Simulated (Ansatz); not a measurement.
Input:

End structure of Ti on the 1x1 (110) surface of bcc W, one in a 2x2 cell, started at the site 'bridge W-W (span 3.2 Å)':

```xyz
17
Lattice="5.5154 0.0000 0.0000 -1.8385 5.1999 0.0000 0.0000 0.0000 26.0000" Properties=species:S:1:pos:R:3 pbc="T T T"
W      0.9192     1.3000     9.6951
W      0.0000     3.8999     9.6951
W      3.6769     1.3000     9.6951
W      2.7577     3.8999     9.6951
W      0.0000     0.0000    11.8698
W     -0.9192     2.6000    11.8698
W      2.7577     0.0000    11.8698
W      1.8385     2.6000    11.8698
W      0.9192     1.3000    14.1199
W      0.0000     3.8999    14.1290
W      3.6769     1.3000    14.1290
W      2.7577     3.8999    14.1105
W     -0.0165    -0.0234    16.3084
W     -0.8732     2.5674    16.3837
W      2.7117     0.0325    16.3837
W      1.8550     2.6233    16.3084
Ti     0.9192     1.3000    18.2861
```

Model: 17-atom slab, 6.6 Å thick at the start under the adsorbate (thin: gaps and levels are the slab's own), 6x6x1 mesh, Fermi-Dirac 0.1 eV, dipole correction, 8 atoms held, the rest relaxed; held to the start's symmetry, so lower structures may exist; spin-polarised, no spin-orbit, no U, no dispersion correction. At the end it is bonded to 4 W. In PBE it is, or lies within 0.03 eV of, the lowest of the starts that converged.

A negative adsorption energy means that the adsorbate is more stable on the surface than in its reference.

Task: Estimate the change of the step from the bottom to the top vacuum level, against the clean slab that Ansatz (a first-principles code) with PBE returns for this input.

Result: -2.06 eV

Task: Predict the work function of the top face from PBE.

Result: 2.72 eV

Task: What change of the work function does PBE give?

Result: -2.10 eV

Task: What adsorption energy against an atom of hcp Ti does PBE give?

Result: 4.4 kJ/mol
